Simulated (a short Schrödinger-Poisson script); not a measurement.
Structure: symmetric double-gate stack, SiO2 on p-type GaN, at 300 K.

```
layer  material  thickness (nm)  Na (cm⁻³)
-----  --------  --------------  ---------
1          SiO2             1.8          -
2           GaN               4       2e15
3          SiO2             1.8          -
```

The device is made up for the run: typed textbook-type constants, with dimensions and the other settings drawn at random. SiO2: permittivity 3.9, conduction-band edge (eV) 3.2, gap (eV) 9, electron mass (mₑ) 0.5. GaN: permittivity 9.5, conduction-band edge (eV) 0, gap (eV) 3.43, Nv at 300 K (cm⁻³) 4.6e19.

Channel valleys (confinement mass, in-plane density-of-states mass, number): Γ 0.2, 0.2, 1. At the gates, both at one voltage, the conduction-band edge of layer 1 lies 3.61 eV − eVg above the Fermi level of the channel. Gaps are held at their typed values at every temperature. Mesh 0.03 nm at interfaces.

From a short Schrödinger-Poisson script (our own, NumPy): 1D Poisson equation in equilibrium, electrons quantum, Hartree (BenDaniel-Duke, 12 states a valley, the channel's in-plane mass for all, wave functions free to enter the dielectric), parabolic valleys, classical holes, full ionisation, no traps, pinning or gate leakage.

Q: List the lowest subbands of each valley and their electrons at Vg = 1.1 V.

A: 
| valley | subband | energy from the Fermi level (meV) | electrons (cm⁻²) | share (%) |
|---|---|---|---|---|
| Γ | 0 | -114.6 | 9.60e12 | 99.7 |
| Γ | 1 | 110.7 | 2.96e10 | 0.3 |
| Γ | 2 | 533.9 | < 1e6 | 0.0 |

All electrons: 9.63e12 cm⁻². In real p-type GaN the Mg acceptor is only partly ionised, and so wide a gap doesn't supply an inversion layer without source and drain.
